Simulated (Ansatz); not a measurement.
The parent structure is WSe2 in the 2H-MoS2 type structure (space group P6_3/mmc, No. 194; a = 3.230 Å, c = 12.411 Å; layered, stacked along the Cartesian z axis).

Perturbation: S takes the place of Se on all its sites, then cell and atoms are relaxed.

Levels (all Ansatz, a quantum-chemistry and plane-wave program, PAW, earlier PAW set): PBEsol-D3(BJ) (420 eV, scalar-relativistic without spin-orbit coupling); r2SCAN (500 eV, no spin-orbit coupling).

The geometry is relaxed with PBEsol-D3(BJ).

| Item | Result |
|---|---|
| PBEsol-D3(BJ) smallest direct gap | 1.92 eV |
| PBEsol-D3(BJ) lowest conduction level above the VBM at special points | K 1.26 eV; H 1.26 eV; A 2.19 eV; Γ 2.20 eV |
| PBEsol-D3(BJ) gap character | indirect, Γ → K–Γ (44 % along) |

Question: Predict the smallest direct gap, lowest conduction level above the VBM at special points and gap character from r2SCAN.

Answer: The smallest direct gap rises by 0.15 eV to 2.07 eV; the lowest conduction level above the VBM at special points becomes K 1.37 eV; H 1.37 eV; A 2.34 eV; Γ 2.31 eV (PBEsol-D3(BJ): K 1.26 eV; H 1.26 eV; A 2.19 eV; Γ 2.20 eV); the gap character remains indirect, Γ → K–Γ (44 % along).

Single points use the geometry relaxed with PBEsol-D3(BJ). With W present, leaving out spin-orbit coupling can change the band edges. Stability against distortions was not tested.
